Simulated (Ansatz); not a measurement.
Consider interstitial C in silicon strained by -1.5 % along x and y, z held, neutral cell. Calculation: PBE, PAW (plane waves to 420 eV; Ansatz, a quantum-chemistry and plane-wave program).

Settings: 64 host sites, the strained lattice (strain from the relaxed PBE one, atoms relaxed), a 2×2×2 k-point mesh shifted by half a step, smearing 0.01 eV, spin-restricted, no image-charge correction. Energies are static. The charge state is imposed; whether it is stable for some Fermi level was not computed. Sites that were not tried may lie lower.

Barriers: single points on a 3×3×3 k-point mesh shifted by half a step at the bands' geometries.

Relaxed starting cell (atoms counted from 1):

```xyz
65
Lattice="10.7759 0.0000 0.0000 0.0000 10.7759 0.0000 0.0000 0.0000 10.9400" Properties=species:S:1:pos:R:3 pbc="T T T"
Si     0.0182    -0.0573     2.8125
Si    -0.0211    -0.0570     8.1086
Si    -0.0125     5.4511     2.8119
Si     0.0257     5.4531     8.1084
Si     5.3898     0.0039     2.7214
Si     5.4123    -0.0005     8.2456
Si     5.3902     5.3920     2.7217
Si     5.3679     5.3957     8.2449
Si     1.2303     3.9233     1.6017
Si     1.3553     4.0508     6.7889
Si     1.3350     9.4366     1.3668
Si     1.3730     9.3810     6.8295
Si     6.7404     4.0311     1.3675
Si     6.6871     4.0681     6.8305
Si     6.7945     9.4902     1.3553
Si     6.7331     9.4288     6.8567
Si     0.0042     2.6978    -0.6553
Si     0.0021     2.6975     5.4458
Si     0.0014     8.0849    -0.0034
Si     0.0019     8.0856     5.4785
Si     5.3894     2.6972    -0.0034
Si     5.3925     2.6973     5.4785
Si     5.3897     8.0854     0.0283
Si     5.3902     8.0858     5.4775
Si     1.3798     1.3197     4.1377
Si     1.4666     1.2362     9.3367
Si     1.3605     6.7759     4.1271
Si     1.3363     6.7023     9.5944
Si     6.7015     1.3393     4.1262
Si     6.7733     1.3630     9.5952
Si     6.7264     6.7495     4.0888
Si     6.7393     6.7366     9.6016
Si     2.6748     0.0249     0.0114
Si     2.7245    -0.0245     5.4929
Si     2.5582     5.2538     0.0531
Si     2.7165     5.4125     5.4626
Si     8.2214     0.1412     0.0545
Si     8.0636    -0.0163     5.4622
Si     8.1037     5.3719     0.0121
Si     8.0566     5.4194     5.4928
Si     4.0813     4.0566     4.1289
Si     4.0068     4.0318     9.5940
Si     4.0540     9.4219     4.0882
Si     4.0404     9.4355     9.6023
Si     9.4005     4.0750     4.1367
Si     9.3168     4.1614     9.3398
Si     9.4191     9.3961     4.1280
Si     9.4435     9.4690     9.5949
Si     2.7575     2.6822     2.8141
Si     2.7592     2.7210     8.1066
Si     2.6960     8.0862     2.7209
Si     2.7004     8.0633     8.2455
Si     8.0248     2.7129     2.8105
Si     8.0246     2.6740     8.1101
Si     8.0839     8.0857     2.7221
Si     8.0802     8.1078     8.2451
Si     4.0384     1.3646     1.3675
Si     4.0966     1.3263     6.8283
Si     3.9849     6.6806     1.3558
Si     4.0471     6.7429     6.8567
Si     9.5518     1.4692     1.6008
Si     9.4251     1.3447     6.7894
Si     9.4445     6.7345     1.3681
Si     9.4071     6.7903     6.8294
C      0.0079     2.6914     1.0879
```

End state 1 differs by these moves (Å; atoms that move under 0.08 Å are left out):

```tsv
atom	element	Δx	Δy	Δz
1	Si	0.22	0.20	-0.18
2	Si	0.02	0.07	0.09
3	Si	0.01	-0.07	-0.09
4	Si	-0.04	-0.11	0.16
6	Si	-0.05	-0.02	-0.10
9	Si	0.18	0.16	-0.23
11	Si	0.08	-0.05	0.00
13	Si	-0.08	0.05	-0.01
14	Si	0.08	-0.01	0.03
15	Si	-0.14	-0.09	0.02
17	Si	0.22	-0.15	0.76
20	Si	-0.01	0.06	-0.07
25	Si	0.05	0.06	0.04
26	Si	-0.03	0.09	0.17
29	Si	-0.08	-0.02	0.06
30	Si	-0.16	0.03	-0.11
33	Si	0.06	-0.05	-0.04
35	Si	0.15	0.17	-0.06
37	Si	-0.38	-0.21	-0.21
46	Si	0.17	-0.26	0.37
47	Si	0.07	0.18	-0.16
53	Si	-0.17	0.07	0.07
54	Si	0.07	0.02	0.12
59	Si	0.07	0.05	0.01
61	Si	-0.78	-0.12	-0.24
65	C	-0.26	-1.38	0.25
```

### Question
What is the computed forward and backward barriers to end state 1 (PBE, PAW)?

### Answer
forward 0.49 eV, backward 0.29 eV; at the saddle point atom 65 has neighbours Si at 1.84, Si at 1.88, Si at 1.94, Si at 2.19 Å. The saddle point's order was not checked.
